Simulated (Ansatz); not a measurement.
## What C vacancy, symmetric start does to WC

Take an 8-atom supercell of WC (space group P-6m2, No. 187; a = 2.9122 Å, c = 2.8362 Å) at its relaxed geometry as the base.

Now apply this change: one C atom is removed, atoms relaxed at fixed cell.

The values are results of Kohn–Sham DFT with the r2SCAN functional, run in Ansatz (a first-principles code) with PAW and 500 eV plane waves, no spin-orbit coupling, not measurements. k-mesh 13×13×13 (Γ-centred); smearing 0.05 eV (Fermi–Dirac).

```json
[
 {"quantity": "pressure", "base": "0.0 GPa", "changed": "-6.4 GPa", "shift": "-6.4 GPa"},
 {"quantity": "energy gained by relaxation", "base": "–", "changed": "0.01 eV", "shift": "–"},
 {"quantity": "largest displacement of a host atom from its site in the perfect cell", "base": "–", "changed": "0.02 Å", "shift": "–"},
 {"quantity": "mean distance from the defect site to its nearest host atoms", "base": "4.16 bohr", "changed": "4.14 bohr", "shift": "-0.013 bohr"}
]
```

Cost of the whole job for the changed cell (relaxation, final SCF and bands): very roughly 8 core-minutes.

The cell is small, so the values are those of an ordered compound at a high defect concentration; dilute-limit values will differ. The defect started on the symmetric site and kept its symmetry, so it may sit on a saddle. The final runs are not spin-polarised. The defect cell is not spin-polarised.
